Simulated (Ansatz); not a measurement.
An Ansatz (a quantum-chemistry and plane-wave program) run: PbS with a change (tensor shear ε_xy = +0.57 %); plane-wave PAW DFT at the LDA level (Ansatz, 420 eV), scalar-relativistic without spin-orbit coupling.

Input:

Ansatz 0.2 input:
```yaml
crystal:
  lattice:
    - [0.0166582875, 2.9225065751, 2.9225065751]
    - [2.9225065751, 0.0166582875, 2.9225065751]
    - [2.9391648626, 2.9391648626, 0]
  atoms:
    - { symbol: Pb, position: [0, 0, 0] }
    - { symbol: S, position: [0.5, 0.5, 0.5] }
basis: { ecutwfc: 420, ecutrho_ratio: 4, xc_grid: 2, fft_grid_basis: typed }
kpoints: { mp_grid: { grid: [10, 10, 10] } }
hamiltonian:
  xc: lda
  dispersion: none
  pseudopotentials: { kind: paw }
scf: { occupations: { method: fermi_dirac, width: 0.05 }, convergence: { dr2_threshold: 0.0000000002 } }
relax: { f_tol: 0.005, max_steps: 50 }
output: { forces: true, stress: true }
checkpoint: { write: state.ck, write_every: 1000 }
```

Output (explanatory and most iteration lines left out):

```
Relaxation: its limit of steps is 50 (relax.max_steps)
Pseudopotential: Pb, paw, valence charge 14
Pseudopotential: S, paw, valence charge 6
Crystal: 2 atoms, lattice volume = 49.921 Å³
Basis set: ecut = 420 eV, 949 PW (Γ), exchange–correlation on 60×60×60 points (8 copies of the dense FFT grid, shifted against one another)
Bands: 14, of which v1, the nominal top of the filled ones, is band 10 counted from 1 (9 counted from 0)
Symmetry: 8 space group operations
Space group: Immm (ITA 71), of the structure as read, at distance tolerance 3.7e-5 Å
k-points: 171 of 1000
Functional: x = slater, c = lda
SCF iter   1: F=—  HF=-12472.962530 eV  |F-HF|=—  |Δ(HF+E_count)|=         —  Δρ=5.73e-3  dr2=2.20e-2  ethr=1.77e-3  ⟨swp⟩=6.3  Hψ=14500  notcnv=0
SCF iter   2: F=—  HF=-12472.955885 eV  |F-HF|=—  |Δ(HF+E_count)|=   6.65e-3  Δρ=3.08e-3  dr2=5.52e-3  ethr=1.10e-4  ⟨swp⟩=1.5  Hψ=3917  notcnv=0
SCF 1 converged in 8 iterations: F = -12472.954033 eV  dr2 = 5.64e-11
relax step   1: F+E_penalty+E_count = -12472.95403340 eV  Δ(F+E_penalty+E_count) = +0.000e0 eV  max|allowed force component| = 4.733e-30 eV/Å  Δτ_max = 0.0000 Å  (8 SCF iters, accepted)
SCF converged after 8 iterations
Free energy (F): -12472.954033 eV
Internal energy: -12472.953536 eV  (E = F + TS)
E sigma→0 (E₀):  -12472.953785 eV
Entropy (-TS):   -0.000497 eV (-0.248 meV/atom)
Fermi energy:    8.909546 eV
--- Forces (eV/Å), atoms counted from 1 ---
  atom   1  Pb     0.00000000     0.00000000     0.00000000
  atom   2  S      0.00000000     0.00000000     0.00000000
--- Stress (GPa, compression-positive) ---
       -0.001006      -0.217965      -0.000000
       -0.217965      -0.001006       0.000000
       -0.000000       0.000000      -0.004457
  P = ⅓ Tr σ = -0.0022 GPa (-0.022 kbar)
--- Relaxed structure (1 steps of the walk, 1 accepted, 0 SCFs on fresh bases) ---
  atoms:
    - { symbol: Pb, position: [0.0, 0.0, 0.0] }
    - { symbol: S, position: [0.49999999999999994, 0.49999999999999994, 0.5] }
```

With Pb present, leaving out spin-orbit coupling can change the band edges. The cells carry an imposed strain or load. Stability against distortions was not tested. The final runs are not spin-polarised. The cell was made from PbS in the rock salt structure (space group Fm-3m, No. 225) by this change: tensor shear ε_xy = +0.57 %.
